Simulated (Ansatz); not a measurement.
Here is the system:

```yaml
crystal:
  lattice:
    - [0.00000, 2.95353, 2.95353]
    - [2.95353, 0.00000, 2.95353]
    - [2.95353, 2.95353, 0.00000]
  atoms:
    - { symbol: Cd, position: [0.00000, 0.00000, 0.00000] }
    - { symbol: S, position: [0.25000, 0.25000, 0.25000] }
```

No spin polarisation.

Calculations: r2SCAN, PAW, 500 eV (Ansatz, a quantum-chemistry and plane-wave program; no SOC). Settings: 10×10×10 k-points, 0.05 eV Fermi–Dirac smearing.

Q: Predict the space group.

A: F-43m (No. 216).

Q: Estimate the hole mass (degenerate bands, along [100]).

A: 0.16, 0.79, 0.79 mₑ (at Γ).

Q: Predict the pressure.

A: -8.7 kbar.

The levels and masses belong to the bands next to the band gap. The cells carry an imposed strain or load. Effective masses come from finite differences of ±0.01 Å⁻¹. Stability against distortions was not tested. The cell was made from CdS in the zinc blende structure (space group F-43m, No. 216) by this change: isotropic strain +0.50 %.
